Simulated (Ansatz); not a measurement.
Consider the following.

```
GaSb
1.0
    4.24604     0.00000     0.00000
    2.12302     3.67718     0.00000
    2.12302    -1.22573     3.57411
Ga Sb
1 1
Direct
  0.99711   0.00144   0.00433
  0.50289   0.24856   0.74567
```

No spin polarisation.

Level of theory: r2SCAN (Ansatz, a first-principles code; PAW; 500 eV plane waves; no spin-orbit coupling). Γ-centred 13×13×13 mesh, Fermi–Dirac width 0.05 eV.

Problem. What is the computed valence-band top at Γ (three highest levels, from the VBM)?

Solution. 0.00, 0.00, -0.28 eV.

Problem. Predict the mean in-plane stress (compression positive).

Solution. +2.8 GPa.

With Sb present, leaving out spin-orbit coupling can change the band edges. The levels and masses belong to the bands next to the band gap. The cells carry an imposed strain or load. Whether these cells are dynamically stable was not tested. The cell was made from GaSb in the zinc blende structure (space group F-43m, No. 216) by this change: biaxial strain −2.08 %, plane normal [111], relaxed out of plane.
